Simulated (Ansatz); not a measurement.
Take CdSe in the wurtzite structure (space group P6_3mc, No. 186; a = 4.3827 Å, c = 7.1545 Å) as the base. Axes: x lies along a and z along c of the hexagonal cell.

The values are results of PBE, PAW, 420 eV (Ansatz, a first-principles code; scalar-relativistic without spin-orbit coupling), not measurements.

Strains are applied to the cell and any free atomic positions relax; under biaxial strain the out-of-plane vector relaxes too.

One change was made to it. Results:

```csv
quantity,base,after
shortest interatomic distance,2.682 Å,2.672 Å
gap character,direct at Γ,direct at Γ
"valence-band top at Γ (three highest levels, from the VBM)","0.00, 0.00, -0.04 eV","0.00, 0.00, -0.11 eV"
```

Name the change that was made.
(A) biaxial strain −4.42 %, plane normal [001], relaxed out of plane
(B) biaxial strain −0.81 %, plane normal [001], relaxed out of plane
(C) biaxial strain −3.28 %, plane normal [001], relaxed out of plane
(D) uniaxial strain ε_zz = +5.28 %

B, biaxial strain −0.81 %, plane normal [001], relaxed out of plane. For comparison, the valence-band top at Γ in the other runs: biaxial strain −4.42 %, plane normal [001], relaxed out of plane gives 0.00, 0.00, -0.48 eV; biaxial strain −3.28 %, plane normal [001], relaxed out of plane gives 0.00, 0.00, -0.35 eV; uniaxial strain ε_zz = +5.28 % gives 0.00, 0.00, -0.25 eV.

Stability against distortions was not tested.
